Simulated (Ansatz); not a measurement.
# A computed series for TiB2: response to strain

Start from TiB2 (space group P6/mmm, No. 191; a = 2.9939 Å, c = 3.1595 Å). Axes: x lies along a and z along c of the hexagonal cell.

Strains are applied to the cell and any free atomic positions relax.

Level of theory: LDA, PAW, 420 eV (Ansatz, a quantum-chemistry and plane-wave program; no spin-orbit coupling).

Notes on the quantities. energy relative to the base: free energy F.

```csv
case,energy relative to the base,shortest interatomic distance
base,0 meV/atom,1.729 Å
uniaxial strain ε_xx = −3.00 %,+17 meV/atom,1.694 Å
uniaxial strain ε_xx = −2.50 %,+12 meV/atom,[?]
uniaxial strain ε_xx = −2.00 %,[?],[?]
uniaxial strain ε_xx = −1.50 %,+4.2 meV/atom,[?]
uniaxial strain ε_xx = −0.50 %,+0.5 meV/atom,1.723 Å
uniaxial strain ε_xx = +0.50 %,+0.4 meV/atom,1.730 Å
uniaxial strain ε_xx = +1.00 %,+1.8 meV/atom,1.731 Å
uniaxial strain ε_xx = +1.50 %,+3.9 meV/atom,1.731 Å
uniaxial strain ε_xx = +2.00 %,+6.9 meV/atom,1.732 Å
```

Problem. Complete the table.

Solution. 
- uniaxial strain ε_xx = −2.50 %, shortest interatomic distance: 1.699 Å
- uniaxial strain ε_xx = −2.00 %, energy relative to the base: +7.5 meV/atom
- uniaxial strain ε_xx = −2.00 %, shortest interatomic distance: 1.705 Å
- uniaxial strain ε_xx = −1.50 %, shortest interatomic distance: 1.711 Å

A case with no gap was solved on a k-mesh chosen for an insulator, which is coarse for it. Without a gap, meshes like the base's 13×13×10 leave anisotropic stresses uncertain by several tenths of a GPa, and small strain energies with them. Whether these cells are dynamically stable was not tested. All final runs are without spin polarisation.
